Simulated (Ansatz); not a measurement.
Relaxation of the outer planes of the (100) surface of fcc Al in its 1x1 cell, outermost plane spacing 2.02 Å in the ideal cut.

Level of theory: PBE (plane waves to 420 eV, PAW; Ansatz, a quantum-chemistry and plane-wave program).

Slab: 7 atoms, 12.1 Å thick at the start; k 13x13x1, smearing 0.1 eV, dipole-corrected; all atoms relaxed; symmetry of the start imposed; no spin, no spin-orbit, no U.

```tsv
plane	atoms	bulk spacing to the next (Å)	relaxed spacing (Å)	change (%)	rumpling (Å)
1	Al	2.021	___	___	0.00
2	Al	2.021	2.017	-0.2	0.00
```

### Question
Complete the blanks.

### Answer

- 1, relaxed spacing (Å): 2.047
- 1, change (%): 1.3
